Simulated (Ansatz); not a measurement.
Start from SiO2 (space group P3_121, No. 152; a = 4.9494 Å, c = 5.4419 Å). Axes: x lies along a and z along c of the hexagonal cell.

Computed with Ansatz (a quantum-chemistry and plane-wave program), PBEsol, PAW, cutoff 420 eV, without spin-orbit coupling.

Strains are applied to the cell and any free atomic positions relax; under biaxial strain the out-of-plane vector relaxes too; under stress the whole cell relaxes.

One change was made to it. Results:

```csv
quantity,base,after
band gap,5.72 eV,5.53 eV
shortest interatomic distance,3.060 bohr,3.063 bohr
electron mass,0.50 mₑ (at Γ),0.51 mₑ (at Γ)
```

### Question
Name the change that was made.
(A) biaxial strain −2.29 %, plane normal [001], relaxed out of plane
(B) biaxial strain +3.80 %, plane normal [001], relaxed out of plane
(C) biaxial strain +1.29 %, plane normal [001], relaxed out of plane
(D) uniaxial stress, 0.5 GPa tension along z

### Answer
B, biaxial strain +3.80 %, plane normal [001], relaxed out of plane. For comparison, the band gap in the other runs: biaxial strain +1.29 %, plane normal [001], relaxed out of plane gives 5.66 eV; uniaxial stress, 0.5 GPa tension along z gives 5.71 eV; biaxial strain −2.29 %, plane normal [001], relaxed out of plane gives 5.83 eV.

Effective masses come from finite differences of ±0.01 Å⁻¹. Stability under load was not tested beyond the relaxation.
